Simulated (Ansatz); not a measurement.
Consider TiC in the rock salt structure (space group Fm-3m, No. 225; a = 4.2609 Å; relaxed with 0.1 eV smearing). Axes: x, y, z lie along the cube axes.

Structures relaxed with LDA (Ansatz, a program for electronic structure), scalar-relativistic without spin-orbit coupling.

Base:

Simulated powder pattern, Cu Kα, λ = 1.54184 Å (kinematic, ideal powder, no thermal factors, no anomalous dispersion; the 8 strongest lines at most, above 2 %, up to 2θ = 90°):

```csv
2θ (°),I/Imax (%),hkl
36.53,87,(111)
42.43,100,(200)
61.56,56,(220)
73.75,30,(311)
77.62,18,(222)
```

After one change:

Simulated powder pattern, Cu Kα, λ = 1.54184 Å (kinematic, ideal powder, no thermal factors, no anomalous dispersion; the 8 strongest lines at most, above 2 %, up to 2θ = 90°):

```json
[
 {"2θ (°)": "36.10", "I/Imax (%)": "68"},
 {"2θ (°)": "36.97", "I/Imax (%)": "64"},
 {"2θ (°)": "42.43", "I/Imax (%)": "50"},
 {"2θ (°)": "42.45", "I/Imax (%)": "100"},
 {"2θ (°)": "60.42", "I/Imax (%)": "15"},
 {"2θ (°)": "61.57", "I/Imax (%)": "56"},
 {"2θ (°)": "72.98", "I/Imax (%)": "15"},
 {"2θ (°)": "74.58", "I/Imax (%)": "14"}
]
```

Q: Which of these changes matches the shifts?
A. tensor shear ε_xy = +0.86 %
B. tensor shear ε_xy = +1.71 %
C. tensor shear ε_xy = +0.29 %
D. tensor shear ε_xy = +1.14 %

A: B, tensor shear ε_xy = +1.71 %. Its volume per atom is 9.67 Å³ against 9.67 Å³, and its space group is Immm (No. 71).

The cells carry an imposed strain or load. Whether these cells are dynamically stable was not tested. All final runs are without spin polarisation.
